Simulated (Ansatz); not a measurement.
Consider the following.

```
CSi
1.0
    0.00000     2.17198     2.17198
    2.17198     0.00000     2.17198
    2.17198     2.17198     0.00000
Si C
1 1
Direct
  0.25000   0.25000   0.25000
  0.00000   0.00000   0.00000
```

All values below come from PBEsol with spin-orbit coupling, rigid bands (plane waves, PAW; Ansatz, a quantum-chemistry and plane-wave program). Condition of this run: hydrostatic pressure 2 GPa (the target of the relaxation). Geometry: cell and atoms relaxed with PBEsol, then loaded as said.

Q: What conductivity effective mass do dilute electrons have at 300 K?

A: 0.29 mₑ.

Q: What conductivity effective mass do dilute holes have at 300 K?

A: 0.70 mₑ.

Q: And the band gap?

A: 1.23 eV at this level; semilocal functionals usually fall short of the measured gap.

Rigid bands, one relaxation time for all states, no polarons.
